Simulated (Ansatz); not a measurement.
## AlP (model structure, started from the BeO type, P4₂/mnm, No. 136, 8 atoms in the cell): properties by level of theory

```
level (code)         lattice constant a (Å)  c axis length (Å)  cohesive energy (eV/atom)
-------------------  ----------------------  -----------------  -------------------------
LDA (Ansatz)                          6.592              3.867                       4.74
PBE (Ansatz)                            ___              3.912                        ___
PBEsol (Ansatz)                         ___              3.892                        ___
PBE-D3(BJ) (Ansatz)                   6.609              3.887                       4.31
```

Question: What belongs in the gaps?

Answer: 
- PBE (Ansatz, a quantum-chemistry and plane-wave program), lattice constant a (Å): 6.690
- PBE (Ansatz), cohesive energy (eV/atom): 4.03
- PBEsol (Ansatz), lattice constant a (Å): 6.638
- PBEsol (Ansatz), cohesive energy (eV/atom): 4.36

Ansatz's density-functional and Hartree–Fock values are scalar-relativistic unless marked +SOC, with PAW data made under PBE.

Free atoms are spin-polarised, in the lowest state found; at levels without +SOC their spin–orbit coupling is left out.

Computed values are for the static lattice.

A model structure was made by putting elements into a prototype or built by hand; it is no filed structure, need not be a known phase, and can be a saddle point held by its symmetry.
